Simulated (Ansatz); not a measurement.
Consider BN (space group R3m, No. 160; a = 2.500 Å, c = 9.757 Å (hexagonal axes); a cell from a computed database, its experimental status unchecked; layered, stacked along the Cartesian z axis).

One thing is altered: an isotropic linear strain of +2.57 %; the atoms relax in the strained cell.

Levels (all Ansatz, an electronic-structure program, PAW): r2SCAN+rVV10 (500 eV, spin-orbit coupling left out); HSE06 (420 eV, no SOC).

The geometry is relaxed with r2SCAN+rVV10.

| Quantity | Result |
|---|---|
| r2SCAN+rVV10 band gap | 4.52 eV |

**Question.** Predict the band gap from HSE06.

**Answer.** The band gap goes up by 0.80 eV, from 4.52 eV to 5.32 eV.

Single points use the geometry relaxed with r2SCAN+rVV10. HSE06 was sampled on its mesh, a few special points and the semilocal edge points, so its gap is an upper bound. Stability against distortions was not tested.
